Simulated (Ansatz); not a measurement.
The reference is ZnSiP₂ in the chalcopyrite structure (space group I-42d, No. 122; a = 5.3064 Å, c = 10.3798 Å). Axes: x, y, z lie along a, b, c of the conventional cell.

Computed with Kohn–Sham DFT with the LDA functional, run in Ansatz (an electronic-structure program) with PAW and 420 eV plane waves, without spin-orbit coupling.

Base values:

The shortest interatomic distance is 224.2 pm. The valence-band top at Γ is 0.00, -0.11, -0.11 eV and the gap character comes out as direct at Γ.

Now apply this change: compressive biaxial strain of 2.25 % in the plane normal to [001], as in epitaxy on a mismatched substrate; the out-of-plane cell vector and the atoms relax.

### Question
How does this affect the shortest interatomic distance?

### Answer
The shortest interatomic distance falls by 1.3 pm to 222.9 pm.

### Question
Predict the new valence-band top at Γ.

### Answer
The valence-band top at Γ (three highest levels, from the VBM) becomes 0.00, 0.00, -0.11 eV (base: 0.00, -0.11, -0.11 eV).

### Question
Estimate the effect on the gap character.

### Answer
The gap character becomes indirect, Γ → M–S (33 % along) (base: direct at Γ).

### Question
How does this affect the out-of-plane strain?

### Answer
The out-of-plane strain is +2.13 %.

Whether these cells are dynamically stable was not tested.
